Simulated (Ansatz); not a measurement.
Here is the system:

```xyz
2
Lattice="2.7264 0.0000 0.0000 0.0000 2.7264 0.0000 0.0000 0.0000 4.1417" Properties=species:S:1:pos:R:3 pbc="T T T"
Ti     0.0000     0.0000     0.0000
Al     1.3632     1.3632     2.0709
```

No spin polarisation.

Computed with PBEsol in Ansatz (plane waves to 420 eV, PAW, scalar-relativistic without spin-orbit coupling). Settings: 21×21×14 k-points, 0.1 eV Fermi–Dirac smearing.

Predict the in-plane stress, band gap and space group.

The mean in-plane stress (compression positive) is +4.8 GPa, the band gap is zero and the space group is P4/mmm (No. 123).

The cells carry an imposed strain or load. Stability against distortions was not tested. The final runs are not spin-polarised. The cell was made from TiAl (space group P4/mmm, No. 123) by this change: biaxial strain −2.50 %, plane normal [001], relaxed out of plane.

Ansatz is an electronic-structure program.
